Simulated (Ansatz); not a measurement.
Antifluorite Mg2C (high-pressure phase), treated with PBE0 (Ansatz, an electronic-structure program, PAW).

Settings: plane-wave cutoff 520 eV, 8×8×8 k mesh, scalar-relativistic PAW data made under PBE.

Computed at the level's own relaxed cell.

Elastic tensor (GPa, Voigt notation, ions relaxed):

```
  301.9    -0.6    -0.6     0.0     0.0     0.0
   -0.6   301.9    -0.6     0.0     0.0     0.0
   -0.6    -0.6   301.9     0.0     0.0     0.0
    0.0     0.0     0.0    61.7     0.0     0.0
    0.0     0.0     0.0     0.0    61.7     0.0
    0.0     0.0     0.0     0.0     0.0    61.7
```

Worked from these constants: the tetragonal shear constant is C′ = (C11 − C12)/2 = 151.2 GPa against C44 = 61.7 GPa, so the C44 shear is the softer. The Zener ratio C44/C′ is 0.41 (1 for an isotropic solid), and the Cauchy pressure C12 − C44 is -62.3 GPa. With C11 + 2C12 = 300.7 GPa all three Born conditions hold; they don't test modes at the zone boundary.

Static lattice: no zero-point or thermal effects.
